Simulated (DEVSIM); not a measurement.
Structure: abrupt Si p-n junction, at 300 K.

```csv
layer (left to right),material,thickness (μm),Nd (cm⁻³),Na (cm⁻³),τn (s),τp (s)
1,Si,12.0,-,1.7e16,2.4e-5,2.4e-5
2,Si,22.0,5e17,-,2.4e-5,2.4e-5
```

Left contact: ohmic. Right contact: ohmic. Voltage is applied to the left contact. Recombination: SRH at mid-gap. Gap narrowing is on: ΔEg = 6.92 meV × (l + √(l² + 0.5)), l = ln(N/1.3e17 cm⁻³), shared equally by both band edges. Mobility is constant in doping. Where it depends on doping, it is μmin + (μ − μmin)/(1 + (N/Nref)^α).

This is a model device: material constants are rounded textbook-type values typed into the input, and sizes, dopings and lifetimes were drawn at random. Values at 300 K. The table also holds parameters that only a changed run uses.

```
parameter           Si
-------------  -------
gap (eV)         1.124
affinity (eV)     4.05
permittivity      11.7
Nc (cm⁻³)      2.86e19
Nv (cm⁻³)       3.1e19
μn (cm²/Vs)       1417
μp (cm²/Vs)        470
μn,min              52
μp,min              45
Nref,n          9.7e16
Nref,p          2.2e17
αn                0.68
αp                0.72
Cn (cm⁶/s)     2.8e-31
Cp (cm⁶/s)     9.9e-32
```

Simulated with DEVSIM: 1D drift-diffusion, Boltzmann statistics, complete ionisation; no tunnelling, impact ionisation, image-force lowering or self-heating.

Base results: dark forward voltage at 1 A/cm² (V) 0.622; dark forward voltage at 100 A/cm² (V) 0.755; largest field in the device at zero bias (V/cm) 66000; potential step across the device at zero bias (V) 0.815.

### Question
What follows from this one change: thickness of layer 1 12 → 7.2 μm?

### Answer
dark forward voltage at 1 A/cm² 0.622 → 0.609 V; dark forward voltage at 100 A/cm² 0.755 → 0.738 V; largest field in the device at zero bias little changed (66000 V/cm); potential step across the device at zero bias little changed (0.815 V).

### Question
What follows from this one change: thickness of layer 2 22 → 66 μm?

### Answer
dark forward voltage at 1 A/cm² little changed (0.623 V); dark forward voltage at 100 A/cm² 0.755 → 0.759 V; largest field in the device at zero bias little changed (66000 V/cm); potential step across the device at zero bias little changed (0.815 V).

### Question
What follows from this one change: doping Na of layer 1 1.7e+16 → 5.1e+15 cm^-3?

### Answer
dark forward voltage at 1 A/cm² 0.622 → 0.592 V; dark forward voltage at 100 A/cm² 0.755 → 0.737 V; largest field in the device at zero bias 66000 → 45000 V/cm; potential step across the device at zero bias 0.815 → 0.784 V.

### Question
What follows from this one change: doping-dependent mobility in place of the constant one?

### Answer
dark forward voltage at 1 A/cm² 0.622 → 0.629 V; dark forward voltage at 100 A/cm² 0.755 → 0.770 V; largest field in the device at zero bias little changed (66000 V/cm); potential step across the device at zero bias little changed (0.815 V).
